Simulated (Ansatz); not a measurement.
Base system: BaO in the NiAs type structure (space group P6_3/mmc, No. 194; a = 3.746 Å, c = 6.538 Å; a cell from a computed database, its experimental status unchecked).

Now apply this change: full substitution Ba → Ca; the structure is relaxed again.

Levels (all Ansatz, an electronic-structure program, PAW): PBEsol (420 eV, scalar-relativistic without spin-orbit coupling); PBEsol+SOC (420 eV, spin-orbit coupling included).

The geometry is relaxed with PBEsol.

| Item | Result |
|---|---|
| PBEsol valence-band top at Γ | 0.00, -0.79, -0.79 eV |
| PBEsol gap character | indirect, Γ → M |
| PBEsol width of the top valence band | 1.37 eV |
| PBEsol band gap | 3.11 eV |

Q: Predict the valence-band top at Γ, gap character, width of the top valence band and band gap from PBEsol+SOC.

A: The valence-band top at Γ (three highest Kramers pairs, from the VBM) changes from 0.00, -0.79, -0.79 eV to 0.00, -0.77, -0.80 eV; the gap character remains indirect, Γ → M; the width of the top valence band stays essentially unchanged (1.37 eV against 1.36 eV); the band gap stays 3.11 eV.

Single points use the geometry relaxed with PBEsol. Differences between runs with and without spin-orbit coupling are approximate. Whether these cells are dynamically stable was not tested. For CaO in this form, whether it has been made was not checked. This is not the structure that CaO has at room temperature and ambient pressure. This is not the structure that BaO has at room temperature and ambient pressure.
